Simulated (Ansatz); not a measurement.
Take MnTlI3 in the cubic perovskite structure (space group Pm-3m, No. 221; a = 5.7586 Å; ferromagnetic; a hypothetical phase, not in the database extracts checked) as the base. Axes: x, y, z lie along the cube axes.

(Cell as relaxed with PBE.)

Levels (all Ansatz, an electronic-structure program, PAW): PBE (420 eV, no spin-orbit coupling); r2SCAN (500 eV, scalar-relativistic without spin-orbit coupling).

Each level relaxes its own structure.

```tsv
base	PBE	r2SCAN
volume per atom	38.19 Å³	37.81 Å³
lattice parameter a	5.759 Å	5.739 Å
band gap	0.15 eV	0.69 eV
largest site moment	4.46 μB	4.57 μB
```

One thing is altered: uniaxial stress, 0.5 GPa compression along z; all other stress components relax to zero.

| quantity | PBE | r2SCAN |
|---|---|---|
| strain response (xx, yy, zz) | (+0.49, +0.49, −1.69) % | (withheld) |
| largest site moment | 4.44 μB | (withheld) |
| magnetic state | ferromagnetic | (withheld) |

### Question
Given the PBE results, estimate those of r2SCAN.

### Answer

- strain response (xx, yy, zz), r2SCAN: (+0.40, +0.40, −1.39) %
- largest site moment, r2SCAN: 4.55 μB
- magnetic state, r2SCAN: ferromagnetic

PBE's largest site moment lies 0.118 μB below r2SCAN's; the two agree on the magnetic state. Neither level is exact; r2SCAN is the comparison here, not a measurement.

Other magnetic orders, which the real material may have, were not ruled out. With I and Tl present, leaving out spin-orbit coupling can change the band edges. Beyond what the load breaks, stability against distortions was not tested. Many cubic perovskites are stable only at high temperature; tilts and polar distortions were not tested. A zero or small gap of MnTlI3 can be the functional's error rather than a property of the material.
